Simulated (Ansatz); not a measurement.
The parent structure is CdSe in the wurtzite structure (space group P6_3mc, No. 186).

```xyz
4
Lattice="4.3829 0.0000 0.0000 -2.1914 3.7957 0.0000 0.0000 0.0000 7.1547" Properties=species:S:1:pos:R:3 pbc="T T T"
Cd     2.1914     1.2652     0.0034
Cd     0.0000     2.5305     3.5807
Se     2.1914     1.2652     4.4697
Se     0.0000     2.5305     0.8924
```

Calculations: PBE (Ansatz, a quantum-chemistry and plane-wave program, PAW, no SOC), earlier PAW set.

Base values:

The gap between the host's bands is 0.54 eV and the gap character is direct at Γ.

One thing is altered: 0.595 electrons added to each cell, a density of 5.0×10^21 cm⁻³, with a uniform compensating background at fixed cell and a 300 K Fermi–Dirac width.

Task: What does the calculation give for the gap between the host's bands, Fermi level from band edge and gap character after the change?

Result: The gap between the host's bands drops by 0.12 eV, from 0.54 eV to 0.42 eV; the Fermi level relative to the doped band's edge (positive inside the band; to 0.05 eV) amounts to +2.25 eV; the gap character remains direct at Γ.

Carriers are added with a uniform compensating background; total energy and stress of such cells depend on the potential's zero and are not compared; many-body gap narrowing is missing at this level. No phonon test of stability was made.
